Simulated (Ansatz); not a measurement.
CdS, pressure series

Consider CdS in the zinc blende structure (space group F-43m, No. 216; a = 5.8777 Å).

Cell and atoms are relaxed at each pressure.

Computed with r2SCAN (Ansatz, a program for electronic structure; PAW; 500 eV plane waves; no SOC).

| pressure (GPa) | volume per atom (Å³/atom) |
|---|---|
| -2 | 26.300 |
| -1 | ? |
| 0 | 25.382 |
| 0.9 | 25.023 |
| 2.1 | 24.581 |
| 4.5 | 23.804 |
| 9 | 22.629 |
| 15 | 21.425 |
| 30 | 19.363 |

Question: Fit the third-order Birch–Murnaghan form P(V) = (3B₀/2)[(V₀/V)^(7/3) − (V₀/V)^(5/3)]·[1 + (3/4)(B₀′ − 4)((V₀/V)^(2/3) − 1)] (squares taken in P) to the rows shown and predict the withheld row.

Answer: Least squares on the printed values gives V₀ = 25.383 Å³/atom, B₀ = 60.9 GPa, B₀′ = 4.4; this predicts 25.820 Å³/atom, and the run gives 25.826 Å³/atom, 0.006 higher.

Load acts through the strain it causes; cell and atoms are relaxed under it. Whether these cells are dynamically stable was not tested. Tetrahedral semiconductors of this kind turn to denser phases somewhere between about 1 and 50 GPa; those were not computed, so compressed cells here can lie past the real transition.
